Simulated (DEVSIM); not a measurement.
Structure: abrupt Si n-p junction, at 300 K.

Layer 1 from the left is Si, thickness (μm) 12.0, Nd (cm⁻³) 1.5e17, τn (s) 1.5e-5, τp (s) 1.5e-5. Layer 2 from the left is Si, thickness (μm) 180, Na (cm⁻³) 3e14, τn (s) 1.5e-5, τp (s) 1.5e-5.

Left contact: ohmic. Right contact: ohmic. Voltage is applied to the left contact. Recombination: SRH at mid-gap, radiative, Auger. Mobility is constant in doping.

Constants are typed, rounded textbook-type inputs, not results; the design itself was drawn at random and stands for no fabricated device. Values at 300 K.

Si: gap (eV) 1.124, affinity (eV) 4.05, permittivity 11.7, Nc (cm⁻³) 2.86e19, Nv (cm⁻³) 3.1e19, μn (cm²/Vs) 1417, μp (cm²/Vs) 470, B (cm³/s) 4.7e-15, Cn (cm⁶/s) 2.8e-31, Cp (cm⁶/s) 9.9e-32.

**Question.** Estimate by hand the built-in potential, the peak field at zero bias, and compare with a numerical solution.

**Answer.** 
- Built-in potential: ni = √(Nc Nv) exp(−Eg/2kT) = 1.08e10 cm⁻³ with Eg = 1.124 eV; Vbi = kT/q ln(Na Nd/ni²) = 0.690 V; numerical 0.690 V.
- Peak field at zero bias: depletion approximation: W = √(2εVbi/(qN)) = 1.73 μm with N = 2.99e14 cm⁻³; field = 2Vbi/W = 7990 V/cm; numerical 21900 V/cm (estimate below by 63 %).

Simulated with DEVSIM: 1D drift-diffusion, Boltzmann statistics, complete ionisation; no tunnelling, impact ionisation, image-force lowering or self-heating.
